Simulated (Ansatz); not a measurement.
Take CdO in the rock salt structure (space group Fm-3m, No. 225) as the base.

```
CdO
1.0
    0.00000     2.34512     2.34512
    2.34512     0.00000     2.34512
    2.34512     2.34512     0.00000
O Cd
1 1
Direct
  0.00000   0.00000   0.00000
  0.50000   0.50000   0.50000
```

Computed with PBEsol/PAW in Ansatz (an electronic-structure program), spin-orbit coupling left out.

For the base:

- Volume per atom: 12.90 Å³

Modification: cell and atoms relaxed at a pressure of 60 GPa.

Problem. Predict the new volume per atom.

Solution. The volume per atom drops by 2.71 Å³ (12.90 Å³ → 10.19 Å³).

The mesh was chosen for an insulator and is coarse for the gapless case. Load acts through the strain it causes; cell and atoms are relaxed under it. Whether these cells are dynamically stable was not tested. No other phases were tried under pressure. The final runs are not spin-polarised.
